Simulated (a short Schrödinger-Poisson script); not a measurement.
Solved with a short Schrödinger-Poisson script written for these runs: 1D Poisson equation in equilibrium, electrons quantum, Hartree (BenDaniel-Duke, 12 states a valley, the channel's in-plane mass for all, wave functions free to enter the dielectric), parabolic valleys, classical holes, full ionisation, no traps, pinning or gate leakage.

Structure: symmetric double-gate stack, Si3N4 on p-type Si(100), at 300 K.

From the gate side: 3 nm Si3N4; 4 nm Si, acceptors 1e15 cm⁻³; 3 nm Si3N4.

Constants are typed, rounded textbook-type inputs, not results; the design itself was drawn at random and stands for no fabricated device. Si3N4: permittivity 7.5, conduction-band edge (eV) 1.95, gap (eV) 5.1, electron mass (mₑ) 0.5. Si: permittivity 11.7, conduction-band edge (eV) 0, gap (eV) 1.124, Nv at 300 K (cm⁻³) 3.1e19.

Channel valleys (confinement mass, in-plane density-of-states mass, number): Δ2 0.916, 0.19, 2; Δ4 0.19, 0.417, 4. At the gates, both at one voltage, the conduction-band edge of layer 1 lies 1.95 eV − eVg above the Fermi level of the channel. Gaps are held at their typed values at every temperature. Mesh 0.03 nm at interfaces.

### Question
Give the sheet density of all electrons at Vg = 0.1 V (cm⁻²); the gate voltage at 1e11 electrons/cm² (V); the lowest subband against the Fermi level at Vg = 0.7 V (meV).

### Answer
sheet density of all electrons at Vg = 0.1 V (cm⁻²): 2.29e12; gate voltage at 1e11 electrons/cm² (V): -0.08; lowest subband against the Fermi level at Vg = 0.7 V (meV): -30.6.
